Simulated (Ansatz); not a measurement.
# What x(Li) = 0.5, 10 atoms, P4/mmm (arrangement B) does to CsSnBr3

Base system: CsSnBr₃ in the cubic perovskite structure (space group Pm-3m, No. 221; a = 5.896 Å).

The other end (x = 1) is LiSnBr₃ in the cubic perovskite structure (space group Pm-3m, No. 221; a hypothetical phase, not in the database extracts checked): 39.44 Å³/atom, gap 0.50 eV; this end may not be an ambient phase.

Perturbation: a fraction x = 0.5 of the Cs sites is given to Li, ordered in a cell of 10 atoms (starting symmetry P4/mmm) and fully relaxed.

All numbers come from PBE/PAW in Ansatz (a first-principles code), spin-orbit coupling left out, earlier PAW set. k-mesh 4×4×6 (Γ-centred); smearing 0.05 eV (Fermi–Dirac), for the changed cell.

The volume per atom drops by 0.84 Å³ (41.00 Å³ → 40.16 Å³) and the density shrinks by 0.44 g/cm³, from 3.98 g/cm³ to 3.54 g/cm³. The shortest interatomic distance drops by 0.022 Å, from 2.948 Å to 2.926 Å and the band gap decreases by 0.067 eV (0.65 eV → 0.59 eV). The gap character (in this cell's own zone, which can be folded) is direct at Z and the mixing energy comes out as -1 meV/atom (against an end that may be hypothetical). The deviation of the volume from the linear (Vegard-type) interpolation is -0.2 % and the bowing parameter b of this ordering, from Eg = [1−x] Eg[0] + x Eg[1] − b x [1−x], is 0.0 eV.

These are small ordered cells, not random alloys; other orderings at the same x differ. Whether these cells are dynamically stable was not tested. Many cubic perovskites are stable only at high temperature; tilts and polar distortions were not tested. Labels are those of the standard path for the cell's own space group.
